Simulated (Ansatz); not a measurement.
The starting structures come from a database of crystals and need not be the phases stable at ambient conditions.

 Where the default PAW files enter, the runs use the earlier of Ansatz's two default sets.

Tunnelling through a barrier is set by its complex band structure: the current falls as exp(−2κd) with the smallest κ.

Given:

```yaml
crystal:
  lattice:
    - [3.27813, 0.00000, 0.00000]
    - [-1.63906, 2.83894, 0.00000]
    - [0.00000, 0.00000, 7.05452]
  atoms:
    - { symbol: W, position: [0.00000, 0.00000, 0.00000] }
    - { symbol: Se, position: [0.33333, 0.66667, 0.23899] }
    - { symbol: Se, position: [0.33333, 0.66667, 0.76101] }
```

Space group of this cell: P-6m2. The cell was relaxed by PBE-D3(BJ); by r2SCAN its mean pressure is 1.2 GPa.

Transport runs along the normal of the first two printed cell vectors, the (001) plane of the conventional cell.

The gap is the functional's own. No spin-orbit coupling. Mid-gap values are interpolated on the energy grid.

Problem. Compute, with r2SCAN run with Ansatz (a quantum-chemistry and plane-wave program), the band gap and the smallest decay constant κ at mid-gap.

Solution. Gap 1.41 eV on a 12×12×4 mesh; κ = 0.244 1/Å, at (0.167, 0.167) of the in-plane reciprocal vectors. At the zone centre, at the nearest computed energy, the slowest state has κ = 0.38 1/Å.
